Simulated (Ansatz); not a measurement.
Consider WSi2 (space group I4/mmm, No. 139; relaxed with 0.1 eV smearing).

```
CELL_PARAMETERS angstrom
     -1.59264     1.59264     3.88656
      1.59264    -1.59264     3.88656
      1.59264     1.59264    -3.88656
ATOMIC_POSITIONS crystal
  Si 0.66535 0.66535 0.00000
  Si 0.33465 0.33465 0.00000
  W  0.00000 0.00000 0.00000
```

Cartesian axes are those of the cell as printed.

Calculations: DFT with LDA, PAW potentials and a 420 eV plane-wave cutoff in Ansatz (a program for electronic structure), no SOC.

Modification: the cell is compressed by 1.50 % along z with no lateral relaxation; the atoms relax in the strained cell.

Predict the stress tensor and what it implies for the stiffness.

Stress of the strained cell less that of the base (GPa, compression positive):
```
    1.6     0.0     0.0
    0.0     1.6     0.0
    0.0     0.0     9.2
```

Then −Δσ_ii/ε with ε = -0.0150 gives secant stiffness values (nonlinear terms included at this strain): C33 ≈ 611 GPa, C13 ≈ 109 GPa and C23 ≈ 109 GPa.

As a check, the harmonic strain energy −½ V₀ Δσ:ε is 5.6 meV/atom; the computed energy rise is 5.5 meV/atom.

No phonon test of stability was made. All final runs are without spin polarisation.
